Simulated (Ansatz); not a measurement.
## TiSi2 under a change: isotropic strain −5.29 %

Consider TiSi$_{2}$ (space group Fddd, No. 70; a = 4.806 Å, b = 8.265 Å, c = 8.565 Å).

Modification: an isotropic linear strain of −5.29 %, atoms relaxed at fixed cell.

The values are results of Kohn–Sham DFT with the PBE functional, run in Ansatz (a program for electronic structure) with PAW and 420 eV plane waves, no SOC, not measurements. k-mesh 13×13×13 (Γ-centred); smearing 0.05 eV (Fermi–Dirac).

| quantity | base | changed | shift |
|---|---|---|---|
| volume per atom | 14.18 Å³ | 12.04 Å³ | -2.133 Å³ |
| space group | Fddd (No. 70) | Fddd (No. 70) | – |
| shortest interatomic distance | 2.535 Å | 2.405 Å | -0.1293 Å |
| energy relative to the base (free energy F) | 0 meV/atom | +191 meV/atom | +191 meV/atom |
| pressure (mean of the normal stresses, compression positive) | 0.0 GPa | 33.1 GPa | +33.1 GPa |
| band gap | zero | zero | – |

Final structure:

```yaml
crystal:
  lattice:
    - [0.00000, 3.91374, 4.05613]
    - [2.27598, 0.00000, 4.05613]
    - [2.27598, 3.91374, 0.00000]
  atoms:
    - { symbol: Si, position: [0.66423, 0.33577, 0.66423] }
    - { symbol: Si, position: [0.33577, 0.66423, 0.33577] }
    - { symbol: Si, position: [0.58577, 0.91423, 0.58577] }
    - { symbol: Si, position: [0.91423, 0.58577, 0.91423] }
    - { symbol: Ti, position: [0.00000, 0.00000, 0.00000] }
    - { symbol: Ti, position: [0.25000, 0.25000, 0.25000] }
```

Stability against distortions was not tested. The final runs are not spin-polarised.
